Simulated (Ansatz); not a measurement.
Start from GaN in the zinc blende structure (space group F-43m, No. 216; a = 4.498 Å).

Level of theory: plane-wave PAW DFT at the PBEsol level (Ansatz, a program for electronic structure, 420 eV), scalar-relativistic without spin-orbit coupling, earlier PAW set.

Base values:

| Item | Value |
|---|---|
| Gap between the host's bands | 1.70 eV |

Now apply this change: electron doping at 2.0×10^22 cm⁻³ (0.455 per cell), with a uniform compensating background at fixed cell and a 300 K Fermi–Dirac width.

### Question
How does this affect the Fermi level from band edge and gap between the host's bands?

### Answer
The Fermi level relative to the doped band's edge (positive inside the band; to 0.05 eV) comes out as +2.85 eV; the gap between the host's bands decreases by 0.178 eV (1.70 eV → 1.53 eV).

Charged cell with a jellium background: band edges are those of the host's band count, energies are not comparable with the neutral cell, and many-body gap narrowing is missing. Stability against distortions was not tested. This is not the structure that GaN has at room temperature and ambient pressure.
